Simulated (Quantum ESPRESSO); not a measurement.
Worked example: self-consistent single point of MnS (P3m1, 4 atoms in the cell) in Quantum ESPRESSO.

Level of theory: LDA (PZ), GBRV 1.5 ultrasoft (LDA) pseudopotentials (plane waves; Quantum ESPRESSO 7.5).

```
MnS
1.0
    3.97335     0.00000     0.00000
   -1.98667     3.44102     0.00000
    0.00000     0.00000     6.37424
Mn S
2 2
Direct
  0.33333   0.66667   0.00668
  0.66667   0.33333   0.49886
  0.66667   0.33333   0.12615
  0.33333   0.66667   0.62614
```
Moments meant for the start (each program seeds them in its own way; μB, in the order of the atoms Mn Mn S S): 4.0 4.0 0.0 0.0.

Reference input (self-consistent single point, DFT, LDA (PZ), plane waves, GBRV 1.5 ultrasoft (LDA) pseudopotentials): ecutwfc = 50 Ry; ecutrho = 400 Ry; occupations = smearing; smearing = fd; degauss = 0.0073499 Ry; nspin = 2; potentials = {Mn: mn_lda_v1.5.uspp.F.UPF, S: s_lda_v1.4.uspp.F.UPF}; K_POINTS = automatic 5 5 3 0 0 0; conv_thr = 1e-11 Ry; mixing_beta = 0.4. This run's input differs from it in these lines:

```diff
@@ -21,3 +21,3 @@
 &electrons
- conv_thr = 1.0e-11,
+ conv_thr = 7.3e-03,
  mixing_beta = 0.4,
```

The program printed (abridged):

```
     Self-consistent Calculation

     iteration #  1     ecut=    50.00 Ry     beta= 0.40

     total energy              =    -470.04634961 Ry
     estimated scf accuracy    <       1.39136361 Ry

     total magnetization       =     7.62 Bohr mag/cell
     absolute magnetization    =     7.69 Bohr mag/cell

     iteration #  2     ecut=    50.00 Ry     beta= 0.40

     total energy              =    -470.29255414 Ry
     estimated scf accuracy    <       1.41309575 Ry

     total magnetization       =     6.56 Bohr mag/cell
     absolute magnetization    =     6.76 Bohr mag/cell

     iteration #  3     ecut=    50.00 Ry     beta= 0.40

   [... lines left out ...]

     iteration #  6     ecut=    50.00 Ry     beta= 0.40

     total energy              =    -470.55791879 Ry
     estimated scf accuracy    <       0.02881565 Ry

     total magnetization       =     7.77 Bohr mag/cell
     absolute magnetization    =     7.81 Bohr mag/cell

     iteration #  7     ecut=    50.00 Ry     beta= 0.40

     Magnetic moment per site  (integrated on atomic sphere of radius R)
     atom   1 (R=0.247)  charge= 12.9218  magn=  3.4156
     atom   2 (R=0.247)  charge= 12.9436  magn=  3.4570
     atom   3 (R=0.247)  charge=  3.9879  magn=  0.0007
     atom   4 (R=0.247)  charge=  3.9804  magn=  0.0117
     End of self-consistent calculation

     the Fermi energy is     7.1760 ev

!    total energy              =    -470.55703454 Ry
     estimated scf accuracy    <       0.00258507 Ry
     smearing contrib. (-TS)   =      -0.00967753 Ry
     internal energy E=F+TS    =    -470.54735701 Ry

     total magnetization       =     7.79 Bohr mag/cell
     absolute magnetization    =     7.83 Bohr mag/cell

     convergence has been achieved in   7 iterations

     Forces acting on atoms (cartesian axes, Ry/au):

     atom    1 type  1   force =     0.00000000    0.00000000   -0.00611334
     atom    2 type  1   force =     0.00000000    0.00000000    0.00349125
     atom    3 type  2   force =     0.00000000   -0.00000000    0.00049090
     atom    4 type  2   force =     0.00000000    0.00000000    0.00213120

   [... lines left out ...]
     Total force =     0.007372     Total SCF correction =     0.017091
   [... lines left out ...]
     SCF correction compared to forces is large: reduce conv_thr to get better values

          total   stress  (Ry/bohr**3)                   (kbar)     P=      147.44
   0.00102913   0.00000000   0.00000000          151.39        0.00        0.00
   0.00000000   0.00102913   0.00000000            0.00      151.39        0.00
   0.00000000   0.00000000   0.00094855            0.00        0.00      139.54

   JOB DONE.
```

The run converged in 7 iterations. Against the reference run the free energy rises by 7.5 meV/atom, the largest force goes from 0.148 to 0.157 eV/Å and the size of the net moment stays at 1.95 μB/atom. The full log also holds: “SCF correction compared to forces is large: reduce conv_thr to get better values”.

The starting cell comes from a database of computed structures (which also holds hypothetical and non-ambient phases and stackings), without a prior relaxation at this level. Its lattice was rescaled by up to half a per cent. One atom was moved a little off its site on purpose. The magnetic order is the one reached from the typed start; others were not searched systematically.

Cost on one core of a shared machine: roughly 70 s.
